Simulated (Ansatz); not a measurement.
The parent structure is Be in the hcp (Mg type) structure (space group P6_3/mmc, No. 194; a = 2.2552 Å, c = 3.5580 Å; relaxed with 0.1 eV smearing). Axes: x lies along a and z along c of the hexagonal cell.

Computed with plane-wave PAW DFT at the PBEsol level (Ansatz, an electronic-structure program, 420 eV), no spin-orbit coupling.

For the base:

Shortest interatomic distance: 2.205 Å
Pressure: 0.0 GPa

It is then changed as follows: tensor shear ε_xz = +1.43 % (engineering shear γ = 0.0286); the atoms relax in the strained cell.

Problem. What happens to the shortest interatomic distance, energy relative to the base and pressure?

Solution. The shortest interatomic distance decreases by 0.026 Å (2.205 Å → 2.179 Å); the energy rises by 3.4 meV/atom; the pressure (mean of the normal stresses, compression positive) stays essentially unchanged (0.0 GPa against 0.1 GPa).

No phonon test of stability was made.
